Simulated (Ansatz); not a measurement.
Results of dielectric-dependent PBE hybrid (Ansatz, a program for electronic structure, plane waves, PAW) for cubic perovskite CsSnI3 (cubic high-temperature phase).

Input file:

Ansatz 0.2 input:
```yaml
crystal:
  lattice:
    - [6.219, 0.0, 0.0]
    - [0.0, 6.219, 0.0]
    - [0.0, 0.0, 6.219]
  atoms:
    - { symbol: Cs, position: [0.0, 0.0, 0.0] }
    - { symbol: Sn, position: [0.5, 0.5, 0.5] }
    - { symbol: I, position: [0.5, 0.0, 0.5] }
    - { symbol: I, position: [0.0, 0.5, 0.5] }
    - { symbol: I, position: [0.5, 0.5, 0.0] }
basis:
  ecutwfc: 460
  ecutrho_ratio: 4
  xc_grid: 2
kpoints:
  mp_grid: { grid: [4, 4, 4] }
hamiltonian:
  xc:
    exchange: pbe
    correlation: pbe
    exx: { coeff: inverse_dielectric }
  dispersion: none
  pseudopotentials: { kind: paw }
scf:
  occupations: { method: fermi_dirac, width: 0.01 }
  convergence: { dr2_threshold: 0.0000000005 }
output:
  forces: true
  stress: true
  eigenvalues: true
```

Excerpt of the program's output:

```
WARN output.stress: scf.exx.energy_threshold = 1e-6 eV is looser than the 5e-8 eV advised for a stress under a hybrid functional (1e-8 eV for each atom of the …
Crystal: 5 atoms, lattice volume = 240.526 Å³
Basis set: ecut = 460 eV, 5449 PW (Γ), exchange–correlation on 90×90×90 points (8 copies of the dense FFT grid, shifted against one another)
Bands: 45, of which v1, the nominal top of the filled ones, is band 37 counted from 1 (36 counted from 0)
Symmetry: 48 space group operations
Space group: Pm-3m (ITA 221), of the structure as read, at distance tolerance 6.2e-5 Å
k-points: 10 of 64
SCF iter   1: F=—  HF=-34238.406016 eV  |F-HF|=—  |Δ(HF+E_count)|=         —  Δρ=8.38e-4  dr2=1.58e-3
SCF iter   2: F=—  HF=-34238.408890 eV  |F-HF|=—  |Δ(HF+E_count)|=   2.87e-3  Δρ=4.04e-4  dr2=2.73e-4
  ...
Crystal: 5 atoms, lattice volume = 240.526 Å³
Initial density: handed on by an earlier stage of this run
Functional: x = 0.8903039973718577 pbe(κ = 0.804, μ = 0.2195149727645171) + 0.10969600262814223 exact, c = pbe(β = 0.06672455060314922)
Crystal: 5 atoms, lattice volume = 240.526 Å³
SCF iter   3: F=—  HF=-34246.630986 eV  |F-HF|=—  |Δ(HF+E_count)|=   2.47e-9  Δρ=1.13e-6  dr2=2.38e-9
SCF iter   4: F=-34246.630986 eV  HF=-34246.630986 eV  |F-HF|=3.64e-11  |Δ(HF+E_count)|=  7.49e-10  Δρ=2.33e-7  dr2=1.86e-10
SCF 3 converged in 4 iterations: F = -34246.630986 eV  dr2 = 1.86e-10
Free energy (F): -34246.630986 eV
Internal energy: -34246.630986 eV  (E = F + TS)
E sigma→0 (E₀):  -34246.630986 eV
Fermi energy:    5.359996 eV
--- Forces (eV/Å), atoms counted from 1 ---
  atom   1  Cs    -0.00000000    -0.00000000     0.00000000
  atom   2  Sn     0.00000000     0.00000000    -0.00000000
  atom   3  I      0.00000000    -0.00000000    -0.00000000
  atom   4  I      0.00000000    -0.00000000    -0.00000000
  atom   5  I      0.00000000    -0.00000000    -0.00000000
--- Stress (GPa, compression-positive) ---
        0.534325       0.000000       0.000000
        0.000000       0.534325      -0.000000
        0.000000       0.000000       0.534325
  P = ⅓ Tr σ = 0.5343 GPa (5.343 kbar)
```

The PAW data were made under PBE.

Note: held by symmetry at 0 K, a high-temperature phase can be a saddle point. Note: cell and atoms aren't relaxed at this level (pressure 0.5 GPa).
